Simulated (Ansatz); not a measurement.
## A computed series for ScAl3: response to strain

Base system: ScAl₃ in the Cu3Au type structure (space group Pm-3m, No. 221; a = 4.033 Å; relaxed with 0.1 eV smearing).

Strains are applied to the cell and any free atomic positions relax.

The values are results of LDA (Ansatz, a first-principles code, PAW, scalar-relativistic without spin-orbit coupling), not measurements.

Notes on the quantities. energy relative to the base: free energy F.

| change | volume per atom | energy relative to the base |
|---|---|---|
| base | 16.40 Å³ | 0 meV/atom |
| isotropic strain +0.60 % | 16.69 Å³ | +1.6 meV/atom |
| isotropic strain +1.20 % | 16.99 Å³ | +6.1 meV/atom |
| isotropic strain +1.80 % | 17.30 Å³ | ? |
| isotropic strain +2.40 % | 17.60 Å³ | ? |
| isotropic strain +3.00 % | 17.92 Å³ | +36 meV/atom |

Question: What belongs in the blanks?

Answer: 
- isotropic strain +1.80 %, energy relative to the base: +14 meV/atom
- isotropic strain +2.40 %, energy relative to the base: +24 meV/atom

No phonon test of stability was made. The final runs are not spin-polarised.
